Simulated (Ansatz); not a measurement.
Results of r²SCAN in Ansatz (plane waves, PAW) for GaAlAs2 (R3m, No. 160, 4 atoms in the cell; start mp-1228891).

Numerical settings: plane-wave cutoff 500 eV, 12×12×12 k mesh, Fermi–Dirac smearing 0.05 eV, scalar-relativistic PAW data made under PBE.

Cell (relaxed at this level):

```cif
data_Al3As6Ga3
_chemical_formula_sum 'Al3 Ga3 As6'
_space_group_name_H-M_alt 'R3m :H'
_space_group_IT_number 160
_space_group_name_Hall 'R 3 -2"'
_cell_length_a 4.01182
_cell_length_b 4.01182
_cell_length_c 19.65064
_cell_angle_alpha 90.000
_cell_angle_beta 90.000
_cell_angle_gamma 120.000
loop_
_atom_site_label
_atom_site_type_symbol
_atom_site_symmetry_multiplicity
_atom_site_Wyckoff_symbol
_atom_site_fract_x
_atom_site_fract_y
_atom_site_fract_z
_atom_site_occupancy
Al1 Al 3 a 0.00000 0.00000 0.00029 1
Ga1 Ga 3 a 0.00000 0.00000 0.49979 1
As1 As 3 a 0.00000 0.00000 0.87513 1
As2 As 3 a 0.00000 0.00000 0.37477 1
```
(The calculation used a cell of 4 atoms; values per cell refer to that cell.)

Task: Give the computed band gap.

Result: 
band gap: 1.34 eV (on the SCF k mesh)

Note: the relaxation could not lower the start's symmetry, so the cell can be a saddle point above a distorted one.

Spin–orbit coupling is not included.

Computed values are for the static lattice.

The result took roughly 2.4 core-minutes.

A start named mp-… is a Materials Project structure, which need not be a measured phase.

Ansatz is a first-principles code.
